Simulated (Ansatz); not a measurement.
A working Ansatz (a program for electronic structure) input for EuGa (P-1, 8 atoms in the cell) (DFT, PBEsol, plane waves, default PAW files made with PBE):

Ansatz 0.2 input:
```yaml
crystal:
  lattice:
    - [5.791400, 0.000000, 0.000000]
    - [0.684685, 6.198329, 0.000000]
    - [1.235585, 2.375754, 5.899324]
  atoms:
    - { symbol: Eu, position: [0.762400, 0.850430, 0.921750], spin: 7.0 }
    - { symbol: Eu, position: [0.237600, 0.149570, 0.078250], spin: 7.0 }
    - { symbol: Eu, position: [0.324550, 0.698580, 0.649220], spin: 7.0 }
    - { symbol: Eu, position: [0.675450, 0.301420, 0.350780], spin: 7.0 }
    - { symbol: Ga, position: [0.860110, 0.754780, 0.428550] }
    - { symbol: Ga, position: [0.139890, 0.245220, 0.571450] }
    - { symbol: Ga, position: [0.790970, 0.389760, 0.806540] }
    - { symbol: Ga, position: [0.209030, 0.610240, 0.193460] }
kpoints:
  mp_grid: { grid: [3, 3, 3] }
hamiltonian:
  xc: pbesol
  pseudopotentials: { kind: paw }
magnetization:
  spin_polarized: true
scf:
  occupations: { method: cold, width: 0.136 }
output:
  forces: true
  eigenvalues: true
  stress: true
```

The run converged in 25 iterations: free energy E − TS (on the zero of these files) -49634.4596 eV; Fermi level (on the code's own zero) 10.48 eV; pressure -2.81 GPa; largest force (vector length) 0.227 eV/Å; size of the cell's spin moment 28.20 μB. Each of these slips is then made, one at a time:

(1)
```diff
+    - { symbol: Eu, position: [0.237600, 0.149570, 0.078250], spin: 7.0 }
```

(2)
```diff
+  max_iter: 40
+  convergence: { dr2_threshold: 1.0e-22 eV }
```

Task: How does each altered input end?

Result: 
(1) One atom entered twice. The program stopped before any SCF iteration.
```
Error: atoms 1 (Eu) and 8 (Eu) coincide: fractional positions [0.2376, 0.14957, 0.07825] and [0.2376, 0.14957, 0.07825] are 0.00e0 Å apart, within the symmetry tolerance 1e-5 (fractional) on every axis — remove the duplicate or separate the sites (indices count the expanded atom list at the failing check: the typed cell's during the `space_group:`  [...]
```

(2) A threshold far tighter than needed, beside a limit on iterations. The run ended unconverged after 40 iterations.
```
did not converge after 40 iterations: dr2 = 5.43e-15 (threshold 1.00e-22), under the density mixer `msr1`, which `scf.mixing.algorithm: auto` chose by the deck's other keys (type `scf.mixing.algorithm: msr1` to keep it); raise `scf.max_iter`, which need not help a stalled SCF, or adjust the mixing (`scf.mixing`) or, under a smearing, its width (`sc [...]
```

The starting cell comes from a database of computed structures (which also holds hypothetical and non-ambient phases and stackings), without a prior relaxation at this level. The magnetic order is the one reached from the typed start; others were not searched systematically. With U or open f shells several self-consistent states can exist. The f electrons are in the valence without U or exact exchange, which can misplace them near the Fermi level. Spin-orbit terms, which matter for f shells, are left out. Ansatz's pressure includes its estimate of the finite-basis (Pulay) stress. Without a gap this mesh is coarse (it stands for a supercell whose shortest vector is 17 Å).

Left out of this page: 3 runs of the series with a known weakness of the program.
